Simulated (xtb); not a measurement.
xtb 6.7.1, GFN2-xTB: bis(trichlorosilyl)methane cation (Cl[Si](Cl)(Cl)C[Si](Cl)(Cl)Cl), charge +1, multiplicity 2, 11 atoms. The geometry is a generated start, not checked to be a minimum at this level.

- method = GFN2-xTB
- --acc = 1 (default)
- --etemp (K) = 300 (default)
- detailed input (--input) = none: ANC optimiser, Lindh (1995) Hessian, microcycle=20, maxdispl=1.0, hlow=0.01 (default)
- basis functions = 86
- valence electrons = 55

```xyz
11

Cl     3.1833    -0.1756    -1.0255
Si     1.5380     0.5759    -0.1243
Cl     1.9477     0.9325     1.8145
Cl     1.0100     2.2914    -1.0368
C      0.1426    -0.7245    -0.2510
Si    -1.6208    -0.1826     0.2564
Cl    -2.3614     1.0788    -1.1297
Cl    -1.5967     0.7232     2.0553
Cl    -2.7719    -1.8407     0.3589
H      0.4277    -1.5832     0.3589
H      0.1014    -1.0953    -1.2767
```

Charge 1 and multiplicity 2 are set for this test and not shown to be the ground state. GFN-xTB has no spin term: --uhf 1 sets the occupations alone.

The structure is relaxed from this start with --opt LEVEL for the levels crude, sloppy, loose, lax, normal, tight, vtight, extreme, once each. Up to the end of the extreme run atoms move by at most 0.35 Å along an axis.

**Question.** Choose the cheapest level whose final energy lies within 1 meV of that of extreme.

**Answer.** tight: 46 cycles against 102, ending 0.45 meV above.

```tsv
level	cycles	energy above the extreme run (meV)	gradient norm (eV/Å)
crude	4	8.5	0.20
sloppy	5	6.3	0.12
loose	6	5.4	0.068
lax	7	4.9	0.049
normal	21	1.9	0.012
tight	46	0.45	0.0044
vtight	89	0.024	0.0013
extreme	102	—	0.00098
```
